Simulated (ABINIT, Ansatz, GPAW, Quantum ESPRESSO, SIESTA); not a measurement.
Code comparison for CaMg₆Sn (Amm2, 8 atoms in the cell)

Self-consistent single point.

```yaml
crystal:
  lattice:
    - [5.20736, 0.00000, 0.00000]
    - [0.00000, 3.20324, 5.92079]
    - [0.00000, -3.20324, 5.92079]
  atoms:
    - { symbol: Ca, position: [0.50000, 0.16945, 0.16945] }
    - { symbol: Mg, position: [0.50000, 0.66644, 0.16834] }
    - { symbol: Mg, position: [0.50000, 0.16834, 0.66644] }
    - { symbol: Mg, position: [0.00000, 0.82625, 0.33145] }
    - { symbol: Mg, position: [0.00000, 0.33145, 0.82625] }
    - { symbol: Mg, position: [0.00000, 0.33739, 0.33739] }
    - { symbol: Mg, position: [0.00000, 0.83538, 0.83538] }
    - { symbol: Sn, position: [0.50000, 0.66529, 0.66529] }
```

Shared settings, as Ansatz (a quantum-chemistry and plane-wave program) writes them: kpoints.mp_grid.grid = 4 3 3; scf.occupations.method = fermi_dirac; scf.occupations.width = 0.1 eV. Potentials and cutoffs stand in the table.

| code | model | pressure (GPa) | largest force (eV/Å) | cutoff |
|---|---|---|---|---|
| ABINIT | LDA (PW92), norm-conserving pseudopotentials (PseudoDojo nc-sr-04 LDA standard) | -2.43 | 0.148 | 84 Ry |
| SIESTA | LDA PW92, numerical atomic orbitals DZP, PseudoDojo LDA standard norm-conserving potentials (rewritten from UPF to PSML) | -0.08 | 0.342 | grid 400 Ry |
| Quantum ESPRESSO | LDA (PZ), GBRV 1.5 ultrasoft (LDA) pseudopotentials | -2.49 | 0.147 | 40 Ry |
| Ansatz | LDA (PW92), PAW files made with PBE | -2.46 | 0.145 | default |
| GPAW | LDA (Perdew-Wang 92), GPAW PAW datasets LDA (gpaw-data 1.0.1) | -2.42 | 0.147 | 800 eV |

Size of the force on each atom (eV/Å): Sizes of forces hide their directions.

```tsv
code	Ca1	Mg2	Mg3	Mg4	Mg5	Mg6	Mg7	Sn8
ABINIT	0.054	0.040	0.040	0.105	0.105	0.026	0.148	0.060
SIESTA	0.059	0.085	0.085	0.342	0.342	0.249	0.173	0.005
Quantum ESPRESSO	0.054	0.040	0.040	0.106	0.106	0.028	0.147	0.061
Ansatz	0.054	0.040	0.040	0.105	0.105	0.029	0.145	0.061
GPAW	0.054	0.040	0.040	0.113	0.113	0.037	0.147	0.062
```

The spread over the programs that give each value: pressure within 2.41 GPa; largest force within 0.197 eV/Å.

SIESTA uses small atom-centred bases, whose incompleteness enters pressures, forces and empty levels differently from a plane-wave cutoff. Ansatz's pressure is given at a fixed set of plane waves, as the other plane-wave codes print theirs. The same LDA comes in different parametrisations, which differ slightly. In the pressure, SIESTA (by 2.37) lies more than 1 GPa from the median of the plane-wave programs. In the force vectors, SIESTA (by 0.267) lies more than 0.08 eV/Å from the median of the plane-wave programs.

The starting cell comes from a database of computed structures (which also holds hypothetical and non-ambient phases and stackings), without a prior relaxation at this level.

Keys are those of Ansatz 0.2.
